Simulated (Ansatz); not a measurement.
Base system: YN in the rock salt structure (space group Fm-3m, No. 225; a = 4.856 Å).

Level of theory: PBEsol (Ansatz, a first-principles code, PAW, no SOC).

Before the change:

| Property | Value |
|---|---|
| Pressure | 0.0 GPa |

Modification: an isotropic linear strain of −3.00 %; the atoms relax in the strained cell.

Problem. What happens to the energy relative to the base and pressure?

Solution. The energy increases by 68 meV/atom; the pressure goes from zero to 18.9 GPa.

The mesh was chosen for an insulator and is coarse for the gapless case. Whether these cells are dynamically stable was not tested. The final runs are not spin-polarised.
